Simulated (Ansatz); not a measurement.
For TiGeO3 (model structure, started from the PbTiO3 type, P4mm, No. 99, 5 atoms in the cell), LDA (Ansatz, a program for electronic structure, plane waves, PAW) gives:

```
Property                               Value
------------------------------  ------------
equilibrium lattice constant a       3.691 Å
c axis length                        4.342 Å
bulk modulus B0                     73.4 GPa
cohesive energy                 6.97 eV/atom
band gap                             1.42 eV
```

Task: What does PBEsol (plane waves, PAW; Ansatz) give for the same quantities?

Result: 
- lattice constant a: 3.716 Å (grows by 0.7 %)
- lattice parameter c: 4.481 Å (goes up by 3.2 %)
- bulk modulus: 60.8 GPa (decreases by 17 %)
- cohesive energy: 6.27 eV/atom (decreases by 0.70 eV/atom)
- band gap: 1.55 eV (goes up by 0.13 eV)

Changes are worked out from the printed values.

Unless a cell is named, each level is at its own relaxed cell (LDA 11.83, PBEsol 12.37 Å³/atom).

Spin–orbit coupling is included only where a level's name says +SOC; with heavier elements it mostly lowers gaps and can invert bands. Density-functional gaps are differences of (generalised) Kohn–Sham levels.

The crystal itself was run without spin with LDA, PBEsol; a magnetic state was not tried in these runs.

Caveats: the bulk modulus is −V dP/dV from two relaxed cells at ±2 % in volume (LDA, PBEsol). Ansatz's density-functional and Hartree–Fock values are scalar-relativistic unless marked +SOC, with PAW data made under PBE.

A model structure was made by putting elements into a prototype or built by hand; it is no filed structure, need not be a known phase, and can be a saddle point held by its symmetry.
